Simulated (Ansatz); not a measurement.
Hypothetical CsCl type VAs under a change: biaxial strain −4.90 %, plane normal [111], relaxed out of plane

Base system: VAs in the CsCl type structure (space group Pm-3m, No. 221; a = 3.069 Å; a hypothetical phase, not in the database extracts checked; relaxed with 0.1 eV smearing). Axes: x, y, z lie along the cube axes.

Perturbation: compressive biaxial strain of 4.90 % in the plane normal to [111], as in epitaxy on a mismatched substrate; the out-of-plane cell vector and the atoms relax.

The values are results of Ansatz (a program for electronic structure), PBE, PAW, cutoff 420 eV, without spin-orbit coupling, not measurements. Γ-centred 19×19×19 mesh, Fermi–Dirac width 0.1 eV.

| quantity | base | changed | shift |
|---|---|---|---|
| volume per atom | 14.46 Å³ | 13.77 Å³ | -0.69 Å³ |
| space group | Pm-3m (No. 221) | R-3m (No. 166) | – |
| shortest interatomic distance | 2.658 Å | 2.559 Å | -0.099 Å |
| energy relative to the base (free energy F) | 0 meV/atom | +65 meV/atom | +65 meV/atom |
| pressure (mean of the normal stresses, compression positive) | 0.0 GPa | 9.9 GPa | +9.9 GPa |
| band gap | zero | zero | – |
| out-of-plane strain | – | +5.31 % | – |
| ratio −ε⊥/ε∥ | – | 1.08 | – |
| mean in-plane stress (compression positive) | – | +14.9 GPa | – |

Final structure (turned so that z lies along the plane normal):

```yaml
crystal:
  lattice:
    - [4.12785, 0.00000, 0.00000]
    - [2.06392, 3.57482, 0.00000]
    - [2.06392, -1.19161, 1.86616]
  atoms:
    - { symbol: V, position: [0.00000, 0.00000, 0.00000] }
    - { symbol: As, position: [0.00000, 0.50000, 0.50000] }
```

No phonon test of stability was made. Seeded moments were not kept for the base. The final runs are not spin-polarised. VAs has a high density of states at the Fermi level and may be magnetic at this level.
